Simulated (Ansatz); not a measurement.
HfO2 (model structure, started from the CdI2 type, P-3m1, No. 164, 3 atoms in the cell): properties by level of theory

| level (code) | lattice parameter a (Å) | c axis length (Å) | enthalpy of formation (eV/atom) |
|---|---|---|---|
| PBE (Ansatz) | 3.252 | 5.686 | -3.233 |
| PBEsol (Ansatz) | 3.219 | 5.185 | -3.290 |
| PBE-D3(BJ) (Ansatz) | 3.240 | 4.666 | -3.248 |

Ansatz's density-functional and Hartree–Fock values are scalar-relativistic unless marked +SOC, with PAW data made under PBE.

Computed values are for the static lattice.

A model structure was made by putting elements into a prototype or built by hand; it is no filed structure, need not be a known phase, and can be a saddle point held by its symmetry.

Ansatz is an electronic-structure program.
